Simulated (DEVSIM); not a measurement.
System: W/SiON/SiO2/p-Si capacitor, at 400 K.

| layer (left to right) | material | thickness (nm) | Na (cm⁻³) |
|---|---|---|---|
| 1 | SiON | 12.0 | - |
| 2 | SiO2 | 0.760 | - |
| 3 | Si | 2400 | 5.7e16 |

Metal gate on the left, work function 4.6 eV. Fixed charge at the semiconductor interface -1.7e11 cm⁻² (in units of +e); no interface traps.

This is a model device: material constants are rounded textbook-type values typed into the input, and sizes, dopings and lifetimes were drawn at random. Values at 300 K; Nc and Nv go as T^1.5, mobilities as T to minus their exponent, the gap by Varshni's rule with the affinity fixed.

| parameter | SiON | SiO2 | Si |
|---|---|---|---|
| gap (eV) | 7 | 9 | 1.124 |
| affinity (eV) | 1.4 | 0.9 | 4.05 |
| permittivity | 5.5 | 3.9 | 11.7 |
| Nc (cm⁻³) | - | - | 2.86e19 |
| Nv (cm⁻³) | - | - | 3.1e19 |
| Varshni α (eV/K) | - | - | 0.000473 |
| Varshni β (K) | - | - | 636 |

Simulated with DEVSIM: 1D Poisson equation in equilibrium, Boltzmann statistics, complete ionisation; no quantum confinement or tunnelling. Metal contacts follow the ideal Schottky-Mott rule: no Fermi-level pinning, no interface dipoles.

The temperature was swept, all else fixed.

```
temperature (K)  flat-band voltage (V)  minimum of the low-frequency capacitance (μF/cm²)  threshold voltage (band bending 2φF) (V)
---------------  ---------------------  -------------------------------------------------  ----------------------------------------
250                              -0.38                                             0.0660                                      0.84
300                              -0.34                                             0.0707                                      0.79
350                              -0.29                                             0.0742                                      0.74
400                              -0.24                                             0.0808                                      0.69
450                              -0.19                                             0.0882                                      0.63
500                              -0.14                                                ___                                       ___
```

Task: Complete the blanks.

Result: 
- 500, minimum of the low-frequency capacitance (μF/cm²): 0.0983
- 500, threshold voltage (band bending 2φF) (V): 0.57
